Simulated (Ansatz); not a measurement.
**A computed series for C: response to strain**

The parent structure is C in the diamond structure (space group Fd-3m, No. 227).

```
CELL_PARAMETERS angstrom
      0.00000     1.78014     1.78014
      1.78014     0.00000     1.78014
      1.78014     1.78014     0.00000
ATOMIC_POSITIONS crystal
  C  0.00000 0.00000 0.00000
  C  0.25000 0.25000 0.25000
```

Cartesian axes are those of the cell as printed.

Strains are applied to the cell and any free atomic positions relax; under biaxial strain the out-of-plane vector relaxes too; under stress the whole cell relaxes.

Level of theory: r2SCAN (Ansatz, an electronic-structure program; PAW; 500 eV plane waves; no spin-orbit coupling).

```tsv
case	band gap	space group	gap character	shortest interatomic distance
base	4.36 eV	Fd-3m (No. 227)	–	1.542 Å
biaxial strain −3.51 %, plane normal [001], relaxed out of plane	3.90 eV	I4_1/amd (No. 141)	indirect, Γ → k = (3/8, 3/8, 0) in the run's primitive reciprocal basis	1.510 Å
biaxial strain +0.21 %, plane normal [110], relaxed out of plane	4.34 eV	Imma (No. 74)	indirect, Γ → Γ–T (71 % along)	1.543 Å
uniaxial strain ε_xx = +0.79 %	4.24 eV	I4_1/amd (No. 141)	indirect, Γ → Γ–X (75 % along)	1.546 Å
uniaxial strain ε_xx = +3.77 %	3.79 eV	I4_1/amd (No. 141)	indirect, Γ → Γ–X (75 % along)	1.561 Å
uniaxial strain ε_zz = −4.26 %	3.27 eV	I4_1/amd (No. 141)	indirect, Γ → k = (3/8, 3/8, 0) in the run's primitive reciprocal basis	1.520 Å
tensor shear ε_xy = +0.83 %	4.31 eV	Imma (No. 74)	indirect, Γ → Γ–X (75 % along)	1.534 Å
tensor shear ε_yz = +3.39 %	3.59 eV	Imma (No. 74)	indirect, Γ → X	1.509 Å
uniaxial stress, 3 GPa tension along x	4.32 eV	I4_1/amd (No. 141)	indirect, Γ → Γ–X (75 % along)	1.543 Å
tensor shear ε_xy = +0.96 %	4.30 eV	Imma (No. 74)	indirect, Γ → Γ–X (75 % along)	1.532 Å
```

A biaxial case was relaxed in a doubled cell and then solved in the primitive one. Stability under load was not tested beyond the relaxation. k-point labels follow each cell's own Brillouin zone.
